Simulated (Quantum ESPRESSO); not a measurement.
Worked example: self-consistent single point of CuAu (P1, 2 atoms in the cell) in Quantum ESPRESSO.

Level of theory: LDA (PZ), GBRV 1.5 ultrasoft (LDA) pseudopotentials (plane waves; Quantum ESPRESSO 7.5).

```yaml
crystal:
  lattice:
    - [2.85070, 0.00000, 0.00000]
    - [0.00000, 2.85070, 0.00000]
    - [0.00000, 0.00000, 3.58161]
  atoms:
    - { symbol: Cu, position: [0.49451, 0.49531, 0.50347] }
    - { symbol: Au, position: [0.00549, 0.00469, 0.99653] }
```

Reference input (self-consistent single point, DFT, PBE, plane waves, GBRV 1.5 ultrasoft (PBE) pseudopotentials): ecutwfc = 50 Ry; ecutrho = 400 Ry; occupations = smearing; smearing = fd; degauss = 0.0073499 Ry; potentials = {Cu: cu_pbe_v1.2.uspp.F.UPF, Au: au_pbe_v1.uspp.F.UPF}; K_POINTS = automatic 9 9 7 0 0 0; conv_thr = 1e-10 Ry. This run's input differs from it in these lines:

```diff
@@ -22,4 +22,4 @@
 ATOMIC_SPECIES
-Cu    63.5460  cu_pbe_v1.2.uspp.F.UPF
-Au   196.9666  au_pbe_v1.uspp.F.UPF
+Cu    63.5460  cu_lda_v1.2.uspp.F.UPF
+Au   196.9666  au_lda_v1.uspp.F.UPF
 CELL_PARAMETERS {angstrom}
```

The program printed (abridged):

```
     Self-consistent Calculation

     iteration #  1     ecut=    50.00 Ry     beta= 0.70

     total energy              =    -517.87727543 Ry
     estimated scf accuracy    <       1.13731521 Ry

     iteration #  2     ecut=    50.00 Ry     beta= 0.70

     total energy              =    -518.24264800 Ry
     estimated scf accuracy    <       1.28399904 Ry

     iteration #  3     ecut=    50.00 Ry     beta= 0.70

     total energy              =    -518.43410635 Ry
     estimated scf accuracy    <       0.20380465 Ry

   [... 7 blocks of this kind left out ...]

     iteration # 11     ecut=    50.00 Ry     beta= 0.70

     total energy              =    -518.47305519 Ry
     estimated scf accuracy    <          3.4E-10 Ry

     iteration # 12     ecut=    50.00 Ry     beta= 0.70
     End of self-consistent calculation

     Number of k-points >= 100: set verbosity='high' to print the bands.

     the Fermi energy is    15.3812 ev

!    total energy              =    -518.47305519 Ry
     estimated scf accuracy    <          2.9E-11 Ry
     smearing contrib. (-TS)   =      -0.00112831 Ry
     internal energy E=F+TS    =    -518.47192687 Ry

     convergence has been achieved in  12 iterations

     Forces acting on atoms (cartesian axes, Ry/au):

     atom    1 type  1   force =     0.00402229    0.00344114   -0.00582605
     atom    2 type  2   force =    -0.00402229   -0.00344114    0.00582605

     Total force =     0.011132     Total SCF correction =     0.000006

          total   stress  (Ry/bohr**3)                   (kbar)     P=      -97.30
  -0.00070499   0.00000376  -0.00000640         -103.71        0.55       -0.94
   0.00000376  -0.00070413  -0.00000548            0.55     -103.58       -0.81
  -0.00000640  -0.00000548  -0.00057522           -0.94       -0.81      -84.62

   JOB DONE.
```

The run converged in 12 iterations. Against the reference run the pressure goes from 3.93 to -9.73 GPa and the largest force goes from 0.246 to 0.202 eV/Å.

The starting cell comes from a database of computed structures (which also holds hypothetical and non-ambient phases and stackings), without a prior relaxation at this level. Its atoms were displaced at random from the sites of space group no. 123. Spin polarisation is off. With a pressure of about -10 GPa the cell is away from its equilibrium volume at this level.

Cost on one core of a shared machine: roughly 60 s.
